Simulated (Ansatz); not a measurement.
Fluorite PtAl2, treated with r²SCAN-D4 in Ansatz (PAW).

Run with plane-wave cutoff 560 eV, 16×16×16 k mesh, Fermi–Dirac smearing 0.05 eV, scalar-relativistic PAW data made under PBE.

Computed points:

```tsv
V (Å³/atom)	E − E_lowest (meV/atom)
15.985	30.93
16.325	13.25
16.665	3.20
17.005	0.00
17.345	2.96
17.685	11.44
18.025	24.89
```

Fit the third-order Birch–Murnaghan equation and give B0 and B′.

V0 = 17.006 Å³/atom, B0 = 145 GPa, B′ = 4.4 (fit to the energies at full precision).

Spin–orbit coupling is not included.

Computed values are for the static lattice.

Ansatz is an electronic-structure program.
